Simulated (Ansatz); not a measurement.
Consider MgSe in the rock salt structure (space group Fm-3m, No. 225; a = 5.472 Å). Axes: x, y, z lie along the cube axes.

All numbers come from DFT with r2SCAN, PAW potentials and a 500 eV plane-wave cutoff in Ansatz (an electronic-structure program), no spin-orbit coupling.

Strains are applied to the cell and any free atomic positions relax; under biaxial strain the out-of-plane vector relaxes too.

One change was made to it. Results:

```tsv
quantity	base	after
pressure	0.00 GPa	3.19 GPa
energy relative to the base (free energy F)	0 meV/atom	+8.5 meV/atom
```

Task: What was done to the base?
A) isotropic strain −1.91 %
B) biaxial strain −1.33 %, plane normal [110], relaxed out of plane
C) isotropic strain +5.13 %
D) biaxial strain −4.29 %, plane normal [110], relaxed out of plane
E) isotropic strain −1.46 %

Result: E, isotropic strain −1.46 %. For comparison, the energy relative to the base in the other runs: isotropic strain +5.13 % gives +86 meV/atom; biaxial strain −4.29 %, plane normal [110], relaxed out of plane gives +37 meV/atom; biaxial strain −1.33 %, plane normal [110], relaxed out of plane gives +3.4 meV/atom; isotropic strain −1.91 % gives +15 meV/atom.

Stability against distortions was not tested.
